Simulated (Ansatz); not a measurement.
Consider SnO$_{2}$ in the rutile structure (space group P4_2/mnm, No. 136; a = 4.759 Å, c = 3.200 Å). Axes: x, y, z lie along a, b, c of the conventional cell.

Computed with r2SCAN, PAW, 500 eV (Ansatz, an electronic-structure program; scalar-relativistic without spin-orbit coupling), earlier PAW set.

Before the change:

The band gap is 1.79 eV and the pressure comes out as 0.00 GPa.

Modification: the symmetric strain tensor [0.0230 0.0056 -0.0049; 0.0056 0.0105 -0.0022; -0.0049 -0.0022 -0.0129]; the atoms relax in the strained cell.

Q: What does the calculation give for the band gap after the change?

A: The band gap shrinks by 0.13 eV (1.79 eV → 1.66 eV).

Q: What does the calculation give for the pressure after the change?

A: The pressure (mean of the normal stresses, compression positive) goes from zero to -2.86 GPa.

Whether these cells are dynamically stable was not tested.
